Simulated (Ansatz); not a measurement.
Take SrVO$_{3}$ in the cubic perovskite structure (space group Pm-3m, No. 221; ferromagnetic) as the base.

```
CELL_PARAMETERS angstrom
      3.84069     0.00000     0.00000
      0.00000     3.84069     0.00000
      0.00000     0.00000     3.84069
ATOMIC_POSITIONS crystal
  Sr 0.00000 0.00000 0.00000
  V  0.50000 0.50000 0.50000
  O  0.00000 0.50000 0.50000
  O  0.50000 0.50000 0.00000
  O  0.50000 0.00000 0.50000
```

Level of theory: r2SCAN in Ansatz (plane waves to 500 eV, PAW, no SOC).

Base values:

| Quantity | Value |
|---|---|
| Volume per atom | 11.33 Å³ |
| Magnetic state | ferromagnetic |

The change: full substitution Sr → Ca, then cell and atoms are relaxed.

**Question.** How does this affect the volume per atom and magnetic state?

**Answer.** The volume per atom shrinks by 0.53 Å³ to 10.80 Å³; the magnetic state remains ferromagnetic.

Other magnetic orders, which the real material may have, were not ruled out. Whether these cells are dynamically stable was not tested. For CaVO3 in this form, whether it has been made was not checked. No Hubbard U is applied, and correlation can decide whether such a compound is a metal.

Ansatz is a program for electronic structure.
